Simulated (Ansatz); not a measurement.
Consider the following.

```
CELL_PARAMETERS angstrom
      0.00000     2.71488     2.71488
      2.71488     0.00000     2.71488
      2.71488     2.71488     0.00000
ATOMIC_POSITIONS crystal
  S  0.75000 0.75000 0.75000
  Zn 0.00000 0.00000 0.00000
```

No spin polarisation.

All numbers come from Ansatz (an electronic-structure program) r2SCAN, no spin-orbit coupling, earlier PAW set. Settings: 11×11×11 k-points, 0.05 eV Fermi–Dirac smearing.

Problem. Predict the band gap and pressure.

Solution. The band gap comes out as 2.60 eV and the pressure comes out as -1.63 GPa.

The cells carry an imposed strain or load. Whether these cells are dynamically stable was not tested. The cell was made from ZnS in the zinc blende structure (space group F-43m, No. 216) by this change: isotropic strain +0.73 %.
